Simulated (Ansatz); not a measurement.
Consider the energy of the reaction as written. Reaction: 1/2 cell B → cell A. A negative value means that the right-hand side lies lower.

Cell A: a sheet of composition Te, 1 atom, square cell of 3.02 Å (9.1 Å²), symmetry P4/mmm, 0.0 Å thick under 16 Å of vacuum, in-plane vectors relaxed; planes from bottom to top: Te; a model cell; partly filled levels (a metallic host or states in the gap) with PBE; spin state with PBE: run without spin, k-point mesh 12×12×1.
```xyz
1
Lattice="3.0224 0.0000 0.0000 0.0000 3.0224 0.0000 0.0000 0.0000 16.0000" Properties=species:S:1:pos:R:3 pbc="T T T"
Te     0.0000     0.0000     8.0000
```

Cell B: a sheet of composition Te2, 2 atoms, hexagonal cell of 4.97 Å (21.4 Å²), symmetry P-3m1, 0.7 Å thick under 17 Å of vacuum, in-plane vectors relaxed; planes from bottom to top: Te × 2; a model cell; partly filled levels (a metallic host or states in the gap) with PBE; spin state with PBE: run without spin, k-point mesh 12×12×1.
```xyz
2
Lattice="4.9673 0.0000 0.0000 -2.4836 4.3018 0.0000 0.0000 0.0000 17.4000" Properties=species:S:1:pos:R:3 pbc="T T T"
Te     0.0000     2.8679     9.0728
Te     2.4836     1.4339     8.3272
```

Plane-wave PAW calculations with Ansatz (a first-principles code), its PAW set soft_1, cutoff 420 eV, 500 eV for r2SCAN. The structures are at rest with PBE; other levels are single points on them. Neutral cells; Fermi-Dirac smearing of at most 0.05 eV in the solids, energies taken to zero width. The lattices are those relaxed with PBE, so at other levels the solids can be strained, which adds to the spread. A dispersion term (D3(BJ), or D4 for r2SCAN) was computed beside these levels and is taken off wherever the name lacks it. Static lattices, no vibrational contributions. The runs are scalar-relativistic, without spin-orbit coupling. The cells' k-point meshes differ in density, so the last digit is unsettled. Cell A has symmetry P4/mmm and got no random move, so less symmetric positions, which may lie lower, weren't tried. Cell B has symmetry P-3m1 and got no random move, so less symmetric positions, which may lie lower, weren't tried.

Problem. What is the computed value (PBE)?

Solution. -0.09 eV, for 1/2 cell B → cell A.

Problem. What do the other levels give, and how wide is the spread?

Solution. 
| Functional | value (eV) | less PBE |
|---|---|---|
| r2SCAN | -0.12 | -0.03 |

The levels span only 0.03 eV, too little to tell them apart.
